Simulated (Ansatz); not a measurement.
## TaRu (P4/mmm, No. 123, 2 atoms in the cell; start mp-1601)

Method: LDA (Ansatz, a first-principles code, PAW).

Run with plane-wave cutoff 520 eV, 18×18×16 k mesh (along the axes of the cell as run), Fermi–Dirac smearing 0.05 eV, no spin polarisation, scalar-relativistic PAW data made under PBE.

Cell (relaxed at this level):

Space group P4/mmm (No. 123); a = b = 3.0057 Å, c = 3.3586 Å, α = β = γ = 90.00°

| atom | site | symmetry | x | y | z |
|---|---|---|---|---|---|
| Ta | 1d | 4/mmm | 0.5000 | 0.5000 | 0.5000 |
| Ru | 1a | 4/mmm | 0.0000 | 0.0000 | 0.0000 |

| Quantity | Value |
|---|---|
| bulk modulus | 288 GPa |

Note: the run has no spin polarisation, so it can have missed a magnetic state; the bulk modulus is −V dP/dV from two relaxed cells at ±2 % in volume; the relaxation could not lower the start's symmetry, so the cell can be a saddle point above a distorted one.

Spin–orbit coupling is not included.

Computed values are for the static lattice.

A start named mp-… is a Materials Project structure, which need not be a measured phase.
